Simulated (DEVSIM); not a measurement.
Structure: Si p-i-n diode, at 300 K.

| layer (left to right) | material | thickness (μm) | Nd (cm⁻³) | Na (cm⁻³) | τn (s) | τp (s) |
|---|---|---|---|---|---|---|
| 1 | Si | 1.60 | - | 1.5e18 | 4.7e-6 | 4.7e-6 |
| 2 | Si | 2.50 | 2.6e12 | - | 4.7e-6 | 4.7e-6 |
| 3 | Si | 0.880 | 1.9e18 | - | 4.7e-6 | 4.7e-6 |

Left contact: ohmic. Right contact: ohmic. Voltage is applied to the left contact. Recombination: SRH at mid-gap, radiative, Auger. Mobility is constant in doping.

Constants are typed, rounded textbook-type inputs, not results; the design itself was drawn at random and stands for no fabricated device. Values at 300 K.

| parameter | Si |
|---|---|
| gap (eV) | 1.124 |
| affinity (eV) | 4.05 |
| permittivity | 11.7 |
| Nc (cm⁻³) | 2.86e19 |
| Nv (cm⁻³) | 3.1e19 |
| μn (cm²/Vs) | 1417 |
| μp (cm²/Vs) | 470 |
| B (cm³/s) | 4.7e-15 |
| Cn (cm⁶/s) | 2.8e-31 |
| Cp (cm⁶/s) | 9.9e-32 |

Simulated with DEVSIM: 1D drift-diffusion, Boltzmann statistics, complete ionisation; no tunnelling, impact ionisation, image-force lowering or self-heating.

Question: Tabulate band edges, carrier densities and field at 0.9 V on the left contact.

Answer: Energies count from the Fermi level of the right contact; mesh points crowd at the junctions.

```tsv
x (μm)	Ec (eV)	Ev (eV)	n (cm⁻³)	p (cm⁻³)	field (V/cm)
0.000	0.146	-0.978	< 1e2	1.5e18	17
0.03678	0.146	-0.978	1.6e15	1.5e18	17
0.1282	0.146	-0.978	5.4e15	1.5e18	17
0.3552	0.146	-0.978	1.5e16	1.5e18	16
1.069	0.147	-0.977	4.4e16	1.5e18	16
1.401	0.148	-0.976	5.7e16	1.6e18	16
1.535	0.148	-0.976	6.2e16	1.6e18	15
1.598	0.137	-0.987	1.0e17	1.0e18	-35000
1.632	0.107	-1.017	3.2e17	3.2e17	-45
1.718	0.107	-1.016	3.2e17	3.2e17	40
1.933	0.108	-1.016	3.2e17	3.2e17	40
2.764	0.112	-1.012	3.1e17	3.1e17	40
3.575	0.115	-1.009	3.1e17	3.1e17	41
3.905	0.116	-1.008	3.0e17	3.0e17	41
4.061	0.117	-1.007	3.0e17	3.0e17	≈ 0
4.099	0.090	-1.034	8.6e17	1.1e17	-54000
4.134	0.069	-1.055	1.9e18	4.5e16	12
4.219	0.069	-1.055	1.9e18	4.1e16	13
4.533	0.070	-1.054	1.9e18	2.4e16	13
4.806	0.070	-1.054	1.9e18	9.4e15	13
4.923	0.070	-1.054	1.9e18	3.1e15	13
4.980	0.070	-1.054	1.9e18	< 1e2	13
```
